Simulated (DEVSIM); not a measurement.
Structure: Cr/SiO2/n-Si capacitor, at 300 K.

Layer 1 from the left is SiO2, thickness (nm) 18.0. Layer 2 from the left is Si, thickness (nm) 6000, Nd (cm⁻³) 9.1e15.

Metal gate on the left, work function 4.5 eV. Fixed charge at the semiconductor interface -8.2e11 cm⁻² (in units of +e); no interface traps.

The device is made up for the run: typed textbook-type constants, with dimensions and the other settings drawn at random. Values at 300 K.

SiO2: gap (eV) 9, affinity (eV) 0.9, permittivity 3.9. Si: gap (eV) 1.124, affinity (eV) 4.05, permittivity 11.7, Nc (cm⁻³) 2.86e19, Nv (cm⁻³) 3.1e19.

Q: Estimate by hand the flat-band voltage, the threshold voltage, and compare with a numerical solution.

A: 
- Flat-band voltage: C = 0.192 μF/cm², work-function difference 0.242 V; VFB = φms − qNf/C = 0.93 V; numerical 0.93 V.
- Threshold voltage: φF = 0.353 V, depletion charge √(4εqNφF) = 4.62e-8 C/cm²; VT = VFB − 2φF − Qd/C = -0.02 V; numerical -0.02 V.

DEVSIM, 1D Poisson equation in equilibrium, Boltzmann statistics, complete ionisation; no quantum confinement or tunnelling. Metal contacts follow the ideal Schottky-Mott rule: no Fermi-level pinning, no interface dipoles.
